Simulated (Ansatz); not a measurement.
NiAs-type NiSb, treated with PBE (plane waves, PAW; Ansatz, an electronic-structure program).

Settings: plane-wave cutoff 520 eV, 18×18×12 k mesh (along the axes of the cell as run), Fermi–Dirac smearing 0.067 eV (set by the program), no spin polarisation, scalar-relativistic PAW data made under PBE.

Cell (relaxed at this level):

```cif
data_Ni2Sb2
_chemical_formula_sum 'Ni2 Sb2'
_space_group_name_H-M_alt 'P 1'
_space_group_IT_number 1
_cell_length_a 3.97531
_cell_length_b 3.97531
_cell_length_c 5.15771
_cell_angle_alpha 90.000
_cell_angle_beta 90.000
_cell_angle_gamma 120.000
loop_
_space_group_symop_operation_xyz
  'x, y, z'
loop_
_atom_site_label
_atom_site_type_symbol
_atom_site_fract_x
_atom_site_fract_y
_atom_site_fract_z
_atom_site_occupancy
Ni1 Ni 0.00000 0.00000 0.00000 1
Ni2 Ni 0.00000 0.00000 0.50000 1
Sb1 Sb 0.66667 0.33333 0.75000 1
Sb2 Sb 0.33333 0.66667 0.25000 1
```

Task: Predict the elastic constant C44, elastic constant C66, elastic constant C11, Voigt–Reuss–Hill bulk modulus, elastic constant C12, elastic constant C13 and elastic constant C33.

Result: 
- elastic constant C44: 59.0 GPa
- elastic constant C66: 41.7 GPa
- elastic constant C11: 171 GPa
- Voigt–Reuss–Hill bulk modulus: 112 GPa
- elastic constant C12: 88.0 GPa
- elastic constant C13: 77.4 GPa
- elastic constant C33: 177 GPa

Elastic constants are with the ions relaxed.

Spin–orbit coupling is not included.
